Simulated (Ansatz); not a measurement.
**GaCuSe2: holes 1.0×10^22 cm⁻³**

Consider GaCuSe2 in the chalcopyrite structure (space group I-42d, No. 122; a = 5.6083 Å, c = 11.0975 Å).

Now apply this change: hole doping at 1.0×10^22 cm⁻³ (1.75 per cell), with a uniform compensating background at fixed cell and a 300 K Fermi–Dirac width.

Calculations: Kohn–Sham DFT with the r2SCAN functional, run in Ansatz (a quantum-chemistry and plane-wave program) with PAW and 500 eV plane waves, no spin-orbit coupling. k-mesh 12×12×12 (Γ-centred); smearing 0.0259 eV (Fermi–Dirac).

- Gap between the host's bands = 1.01 eV (base 0.57 eV)
- Gap character = direct at Γ (base direct at Γ)
- Largest internal atomic displacement = 0.036 Å
- Fermi level relative to the doped band's edge (positive inside the band; to 0.05 eV) = +0.65 eV

Final structure:

```xyz
8
Lattice="-2.8041 2.8041 5.5488 2.8041 -2.8041 5.5488 2.8041 2.8041 -5.5488" Properties=species:S:1:pos:R:3 pbc="T T T"
Cu     0.0000     2.8041     2.7744
Cu     0.0000     0.0000     0.0000
Ga     2.8041     0.0000     2.7744
Ga     0.0000     0.0000     5.5488
Se     1.4021     1.3456    -1.3872
Se     1.4021     1.4585     4.1616
Se     1.4585    -1.4021     6.9359
Se     1.3456     4.2062     1.3872
```
Cell charge +1.74524.

Charged cell with a jellium background: band edges are those of the host's band count, energies are not comparable with the neutral cell, and many-body gap narrowing is missing. Stability against distortions was not tested. The final runs are not spin-polarised.
